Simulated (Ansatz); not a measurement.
Seebeck coefficient (μV/K, mean over directions) of p-type BeTe (F-43m) against carrier density, r2SCAN with spin-orbit coupling, rigid bands (Ansatz, an electronic-structure program). Computed gap 2.09 eV; densities at which minority carriers matter at this gap, or further valleys turn the trend, are left out. Conductivity mass 0.40 mₑ (harmonic mean over directions), N_v = 1.3e19 cm⁻³ at 300 K.

```tsv
hole density	300 K	500 K
1e16 cm⁻³	___	___
1e17 cm⁻³	___	707
1e18 cm⁻³	439	509
3e18 cm⁻³	345	415
1e19 cm⁻³	246	314
3e19 cm⁻³	163	225
1e20 cm⁻³	91	139
3e20 cm⁻³	50	82
1e21 cm⁻³	28	46
```

Task: What belongs in the gaps?

Result: 
- 1e16 cm⁻³, 300 K: 835
- 1e16 cm⁻³, 500 K: 906
- 1e17 cm⁻³, 300 K: 637

Rigid bands with a gap fixed in temperature, one relaxation time for all states, no polarons or phonon drag, and whether or not such doping can be reached.
